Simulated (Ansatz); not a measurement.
System: BHO₂ (P2₁/c, No. 14; cell taken from a computed entry). Method: PBEsol in Ansatz (plane waves, PAW).

Run with plane-wave cutoff 500 eV, 6×6×6 k mesh, gaussian smearing 0.02 eV, scalar-relativistic PAW data made under PBE.

Computed at the level's own relaxed cell.

Q: Give the computed volume per atom and band gap.

A: 
volume per atom: 9.20 Å³/atom
band gap: 6.32 eV (on the SCF k mesh)

Note: the relaxation could not lower the start's symmetry, so the cell can be a saddle point above a distorted one.

The computed numbers hold no vibrational or temperature effects.

Ansatz is a first-principles code.
